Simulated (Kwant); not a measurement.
System: wire with a side stub in a GaAs two-dimensional gas. Effective mass 0.067 mₑ, grid spacing 1.3 nm, hard walls, nominal width 40 nm (31 grid rows, so walls 41.6 nm apart), one parabolic valley, scattering region 120 nm long along x; energies count from the band bottom; Fermi energy swept from 0.0028062 to 0.033324 eV. Closed stub on one side, 39 nm wide and 43 nm deep.

Constants are typed, rounded textbook-type inputs, not results; the design itself was drawn at random and stands for no fabricated device.

Computed with Kwant: effective-mass tight-binding model on a square grid, one spin, coherent transport at 0 K. Conductance is in e²/h.

### Question
How many channels do the leads carry at E = 18.2, 20.2 meV?

### Answer
The hard-wall thresholds are n² ħ²π²/(2mW²) = n² × 3.24 meV with W = 41.6 nm. √(18.2/3.24) = 2.37, so 2. √(20.2/3.24) = 2.50, so 2.
